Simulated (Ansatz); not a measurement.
## A computed series for MgS: response to strain

Base system: MgS in the rock salt structure (space group Fm-3m, No. 225; a = 5.1292 Å). Axes: x, y, z lie along the cube axes.

Strains are applied to the cell and any free atomic positions relax.

Method: Ansatz (a quantum-chemistry and plane-wave program), LDA, PAW, cutoff 420 eV, scalar-relativistic without spin-orbit coupling.

Notes on the quantities. energy relative to the base: free energy F.

```json
[
 {"uniaxial strain ε_zz (%)": "0", "energy relative to the base (meV/atom)": "0.0"},
 {"uniaxial strain ε_zz (%)": "0.5", "energy relative to the base (meV/atom)": "0.2"},
 {"uniaxial strain ε_zz (%)": "1", "energy relative to the base (meV/atom)": "?"},
 {"uniaxial strain ε_zz (%)": "1.5", "energy relative to the base (meV/atom)": "1.8"},
 {"uniaxial strain ε_zz (%)": "2", "energy relative to the base (meV/atom)": "3.2"},
 {"uniaxial strain ε_zz (%)": "2.5", "energy relative to the base (meV/atom)": "4.9"},
 {"uniaxial strain ε_zz (%)": "3", "energy relative to the base (meV/atom)": "6.9"}
]
```

### Question
Fit ΔE = Aε² + Bε³ (ε in %) to the rows shown and predict the withheld row.

### Answer
Least squares on the printed values gives A = 0.855 and B = -0.029 meV/atom (largest residual 0.0 meV/atom); this predicts 0.8 meV/atom, and the run gives 0.8 meV/atom, in agreement.

Whether these cells are dynamically stable was not tested.
